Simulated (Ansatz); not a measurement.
The structure below was relaxed with PBEsol (Ansatz, a quantum-chemistry and plane-wave program; PAW; 420 eV plane waves; no SOC).

```yaml
crystal:
  lattice:
    - [1.68186, 0.97102, 9.25866]
    - [-1.68186, 0.97102, 9.25866]
    - [0.00000, -1.94204, 9.25866]
  atoms:
    - { symbol: In, position: [0.99007, 0.99007, 0.99007] }
    - { symbol: Ga, position: [0.21671, 0.21671, 0.21671] }
    - { symbol: Hg, position: [0.77379, 0.77379, 0.77379] }
    - { symbol: O, position: [0.14786, 0.14786, 0.14786] }
    - { symbol: O, position: [0.88709, 0.88709, 0.88709] }
    - { symbol: O, position: [0.28849, 0.28849, 0.28849] }
    - { symbol: O, position: [0.69599, 0.69599, 0.69599] }
```

### Question
Find the space group and the Wyckoff positions.

### Answer
Space group R3m, hexagonal axes (No. 160); a = b = 3.3637 Å, c = 27.7760 Å, α = β = 90.00°, γ = 120.00°

```csv
atom,site,symmetry,x,y,z
In,3a,3m,0.0000,0.0000,0.0099
Ga,3a,3m,0.0000,0.0000,0.7833
Hg,3a,3m,0.0000,0.0000,0.2262
O,3a,3m,0.0000,0.0000,0.8521
O,3a,3m,0.0000,0.0000,0.1129
O,3a,3m,0.0000,0.0000,0.7115
O,3a,3m,0.0000,0.0000,0.3040
```

Whether these cells are dynamically stable was not tested. All final runs are without spin polarisation. The cell was made from ZnInGaO4 by this change: Zn → Hg; the result is a hypothetical phase, not in the database extracts checked.
